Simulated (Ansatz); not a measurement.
System: Ga-vacancy pair (Ga on one host Si site, one Si site vacant) in silicon (charge state +1). Level of theory: PBE, PAW (plane waves to 420 eV; Ansatz, a program for electronic structure).

Settings: 216 host sites, the relaxed PBE lattice, one k-point at (0.250, 0.250, 0.250), smearing 0.01 eV, spin-restricted, no image-charge correction. Energies are static. The charge state is imposed; whether it is stable for some Fermi level was not computed. Forms of the defect that were not tried may lie lower.

Barriers: single points on a 2×2×2 k-point mesh shifted by half a step at the bands' geometries.

The step: the Ga atom itself jumps into the vacancy (Ga-vacancy distance between ideal sites 2.37 Å throughout). Atoms about the jump, Cartesian Å from the middle of the jump, before and after:

| atom | x0 | y0 | z0 | x1 | y1 | z1 |
|---|---|---|---|---|---|---|
| Ga1 | -0.79 | -0.79 | -0.79 | 0.79 | 0.79 | 0.79 |
| Si2 | -2.07 | 0.77 | -2.07 | -2.00 | 0.61 | -2.00 |
| Si3 | 0.77 | -2.07 | -2.07 | 0.61 | -2.00 | -2.00 |
| Si4 | -2.07 | -2.07 | 0.77 | -2.00 | -2.00 | 0.61 |
| Si5 | 2.00 | 2.00 | -0.61 | 2.07 | 2.07 | -0.77 |
| Si6 | -0.61 | 2.00 | 2.00 | -0.77 | 2.07 | 2.07 |
| Si7 | 2.00 | -0.61 | 2.00 | 2.07 | -0.77 | 2.07 |

Question: Predict the transition state.

Answer: 
```json
[
 {"atom": "Ga1", "x": "-0.18", "y": "-0.18", "z": "-0.19"},
 {"atom": "Si2", "x": "-1.93", "y": "0.73", "z": "-1.93"},
 {"atom": "Si3", "x": "0.73", "y": "-1.93", "z": "-1.93"},
 {"atom": "Si4", "x": "-1.93", "y": "-1.93", "z": "0.73"},
 {"atom": "Si5", "x": "1.92", "y": "1.92", "z": "-0.70"},
 {"atom": "Si6", "x": "-0.70", "y": "1.92", "z": "1.92"},
 {"atom": "Si7", "x": "1.93", "y": "-0.70", "z": "1.93"}
]
```
It lies 0.12 eV above the start and 0.12 eV above the end. The program found a first-order saddle point.
